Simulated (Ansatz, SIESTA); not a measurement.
# Rb₃Zn (I4/mmm, 4 atoms in the cell) computed with different codes at matched settings

Self-consistent single point.

```
Rb3Zn
1.0
   -3.13969     3.13969     6.31754
    3.13969    -3.13969     6.31754
    3.13969     3.13969    -6.31754
Rb Zn
3 1
Direct
  0.75000   0.25000   0.50000
  0.25000   0.75000   0.50000
  0.50000   0.50000   0.00000
  0.00000   0.00000   0.00000
```

Shared settings, as Ansatz (a program for electronic structure) writes them: kpoints.mp_grid.grid = 7 7 7; scf.occupations.method = gaussian; scf.occupations.width = 0.02 Ry. Potentials and cutoffs stand in the table.

```json
[
 {"code": "Ansatz", "model": "LDA (PW92), PAW files made with PBE", "pressure (GPa)": "-0.70", "cutoff": "30.9 Ry"},
 {"code": "SIESTA", "model": "LDA PW92, numerical atomic orbitals DZP, PseudoDojo LDA standard norm-conserving potentials (rewritten from UPF to PSML)", "pressure (GPa)": "-0.46", "cutoff": "grid 400 Ry"}
]
```

The spread over the programs that give each value: pressure within 0.24 GPa.

SIESTA uses small atom-centred bases, whose incompleteness enters pressures, forces and empty levels differently from a plane-wave cutoff. Ansatz's pressure is given at a fixed set of plane waves, as the other plane-wave codes print theirs.

On the base mesh (5 5 5) the same programs gave: Ansatz pressure -0.69 GPa; SIESTA pressure -0.45 GPa.

The starting cell comes from a database of computed structures (which also holds hypothetical and non-ambient phases and stackings), without a prior relaxation at this level.

Left out of this page: CP2K (on another mesh); Elk (not drawn, or without a comparable value).

Keys are those of Ansatz 0.2.
